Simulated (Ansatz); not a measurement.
# Effect of isotropic strain −1.42 % on Mg2Ge

Start from Mg2Ge in the anti-fluorite structure (space group Fm-3m, No. 225; a = 6.364 Å).

One thing is altered: every lattice vector is shortened by 1.42 %; the atoms relax in the strained cell.

Calculations: DFT with PBEsol, PAW potentials and a 420 eV plane-wave cutoff in Ansatz (a first-principles code), no spin-orbit coupling. k-mesh 13×13×13 (Γ-centred); smearing 0.05 eV (Fermi–Dirac).

| quantity | base | changed | shift |
|---|---|---|---|
| volume per atom | 21.48 Å³ | 20.58 Å³ | -0.90 Å³ |
| shortest interatomic distance | 275.6 pm | 271.7 pm | -3.9 pm |
| energy relative to the base (free energy F) | 0 meV/atom | +6.7 meV/atom | +6.7 meV/atom |
| pressure | 0.0 GPa | 2.5 GPa | +2.5 GPa |
| band gap | 0.08 eV | zero | – |
| valley order (the lowest conduction-band minima on the path, energy above the VBM, named in the base's zone) | X along ⟨100⟩ 0.08 eV; Γ 1.03 eV; L along ⟨111⟩ 1.03 eV | X along ⟨100⟩ 0.04 eV; L along ⟨111⟩ 1.22 eV; Γ 1.27 eV | – |

Final structure:

```yaml
crystal:
  lattice:
    - [0.00000, 3.13703, 3.13703]
    - [3.13703, 0.00000, 3.13703]
    - [3.13703, 3.13703, 0.00000]
  atoms:
    - { symbol: Ge, position: [0.00000, 0.00000, 0.00000] }
    - { symbol: Mg, position: [0.25000, 0.25000, 0.25000] }
    - { symbol: Mg, position: [0.75000, 0.75000, 0.75000] }
```

No phonon test of stability was made. All final runs are without spin polarisation. Gaps under 0.05 eV, about the width of the smearing, are given as zero. A zero or small gap of Mg2Ge can be the functional's error rather than a property of the material.
